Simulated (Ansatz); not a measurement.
A computed series for CdS: point defects

The parent structure is an 8-atom supercell of CdS in the zinc blende structure (space group F-43m, No. 216; a = 5.927 Å) at its relaxed geometry.

One neutral defect a cell, atoms relaxed at fixed cell.

All numbers come from PBE/PAW in Ansatz (a first-principles code), scalar-relativistic without spin-orbit coupling.

```csv
case,pressure,largest displacement of a host atom from its site in the perfect cell
perfect supercell,0.0 GPa,–
S on a Cd site (antisite),-0.4 GPa,1.16 Å
In on a Cd site,2.4 GPa,0.03 Å
Cd vacancy,-0.7 GPa,0.07 Å
```

Other magnetic orders, which the real material may have, were not ruled out. In so small a cell the defect repeats every few ångströms: this is an ordered compound, not a dilute defect. The mesh was chosen for an insulator and is coarse for the gapless case. Seeded moments were not kept for S on a Cd site (antisite) and In on a Cd site.
